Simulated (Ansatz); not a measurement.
The parent structure is Sn in the diamond structure (space group Fd-3m, No. 227; a = 6.5402 Å; relaxed with 0.1 eV smearing). Axes: x, y, z lie along the cube axes.

Calculations: Ansatz (a program for electronic structure), PBEsol, PAW, cutoff 420 eV, spin-orbit coupling left out.

Before the change:

The pressure comes out as 0.0 GPa.

Perturbation: tensile biaxial strain of 2.50 % in the plane normal to [001], as in epitaxy on a mismatched substrate; the out-of-plane cell vector and the atoms relax.

**Question.** Estimate the effect on the pressure and out-of-plane strain.

**Answer.** The pressure (mean of the normal stresses, compression positive) goes from zero to -0.9 GPa; the out-of-plane strain amounts to -2.56 %.

Stability against distortions was not tested.
